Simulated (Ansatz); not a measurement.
## What pressure −1 GPa does to HfO2

The reference is HfO2 in the fluorite structure (space group Fm-3m, No. 225; a = 5.098 Å).

It is then changed as follows: hydrostatic tension (pressure −1 GPa).

Method: PBE (Ansatz, an electronic-structure program; PAW; 420 eV plane waves; without spin-orbit coupling). Settings: 11×11×11 k-points, 0.05 eV Fermi–Dirac smearing.

- Volume per atom: 11.08 Å³ (base 11.04 Å³)
- Density: 10.51 g/cm³ (base 10.55 g/cm³)
- Lattice parameter a: 5.105 Å (base 5.098 Å)
- Shortest interatomic distance: 2.210 Å (base 2.207 Å)
- Enthalpy H = E + PV relative to the base's energy: -0.07 eV/atom
- Band gap: 3.74 eV (base 3.75 eV)
- Gap character: direct at X (base direct at X)
- Width of the top valence band: 1.82 eV (base 1.82 eV)
- Electron mass: 1.2 mₑ along k, 0.74 mₑ across (at X) (base 1.2 mₑ along k, 0.74 mₑ across (at X))

Spin-orbit coupling, missing from the scalar runs, can matter with Hf. Load acts through the strain it causes; cell and atoms are relaxed under it. Effective masses come from finite differences of ±0.01 Å⁻¹. Along k means along the line from Γ to the band edge. No phonon test of stability was made. This is not the structure that HfO2 has at room temperature and ambient pressure.
